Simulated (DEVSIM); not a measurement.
Device: abrupt CdTe p-n junction, at 300 K.

Layer 1 from the left is CdTe, thickness (μm) 0.350, Na (cm⁻³) 3.9e17, τn (s) 8.1e-9, τp (s) 8.1e-9. Layer 2 from the left is CdTe, thickness (μm) 42.0, Nd (cm⁻³) 2.3e17, τn (s) 8.1e-9, τp (s) 8.1e-9.

Left contact: ohmic. Right contact: ohmic. Voltage is applied to the left contact. Recombination: SRH at mid-gap, radiative. Mobility is μmin + (μ − μmin)/(1 + (N/Nref)^α).

Constants are typed, rounded textbook-type inputs, not results; the design itself was drawn at random and stands for no fabricated device. Values at 300 K.

CdTe: gap (eV) 1.5, affinity (eV) 4.28, permittivity 10.2, Nc (cm⁻³) 8e17, Nv (cm⁻³) 1.8e19, μn (cm²/Vs) 1000, μp (cm²/Vs) 80, μn,min 100, μp,min 10, Nref,n 1e17, Nref,p 1e17, αn 0.6, αp 0.6, B (cm³/s) 1e-10.

Simulated with DEVSIM: 1D drift-diffusion, Boltzmann statistics, complete ionisation; no tunnelling, impact ionisation, image-force lowering or self-heating.

Dark forward current:

| |V| (V) | |J| (A/cm²) |
|---|---|
| 0.05 | 6.211e-12 |
| 0.10 | 2.154e-11 |
| 0.15 | 6.210e-11 |
| 0.20 | 1.710e-10 |
| 0.25 | 4.642e-10 |
| 0.30 | 1.255e-9 |
| 0.35 | 3.392e-9 |
| 0.40 | 9.173e-9 |
| 0.45 | 2.484e-8 |
| 0.50 | 6.741e-8 |
| 0.55 | 1.834e-7 |
| 0.60 | 5.005e-7 |
| 0.65 | 1.374e-6 |
| 0.70 | 3.808e-6 |
| 0.75 | 1.077e-5 |
| 0.80 | 3.177e-5 |
| 0.85 | 0.0001020 |
| 0.90 | 0.0003791 |
| 0.95 | 0.001711 |
| 1.00 | 0.009252 |
| 1.05 | 0.05651 |
| 1.10 | 0.3673 |
| 1.15 | 2.417 |
| 1.20 | 14.56 |
| 1.25 | 61.91 |
| 1.30 | 159.5 |

Task: Work out the local ideality factor n = ΔV / (kT/q · ln(J2/J1)) between the rows 0.15 and 0.20 V, 1.10 and 1.15 V, 1.25 and 1.30 V.

Result: kT/q = 25.85 mV. From 0.15 to 0.20 V: ln(1.710e-10/6.210e-11) = 1.013, n = 1.91, near the 2 of recombination in the depletion region. From 1.10 to 1.15 V: ln(2.417/0.3673) = 1.884, n = 1.03, near the 1 of diffusion or emission over a barrier. From 1.25 to 1.30 V: ln(159.5/61.91) = 0.946, n = 2.04; the layers' resistance at their doping, Σ W/(qμN) = 0.00028 Ω cm², would take 27 mV of this step of 50 mV.

Task: Estimate the current at 1.10 V from the Shockley equation with J0 = Σ q ni² D/(N L) coth(W/L), τ joining the SRH, radiative and Auger lifetimes that are on, and W taken as the whole layer.

Result: ni² = 9.07e11 cm⁻⁶; electrons in the p layer: μ = 376 cm²/Vs, D = 9.72 cm²/s, τ = 6.16e-9 s, L = 2.45 μm, W/L = 0.14, term 1.04e-19 A/cm²; holes in the n layer: μ = 36.4 cm²/Vs, D = 0.942 cm²/s, τ = 6.83e-9 s, L = 0.802 μm, W/L = 52, term 7.42e-21 A/cm². J0 = 1.12e-19 A/cm², and J = J0 exp(qV/kT) = 0.337 A/cm². The simulation gives 0.367 A/cm²; the estimate lies 8.2 % below. The estimate leaves out recombination in the depletion region and that region's share of W.
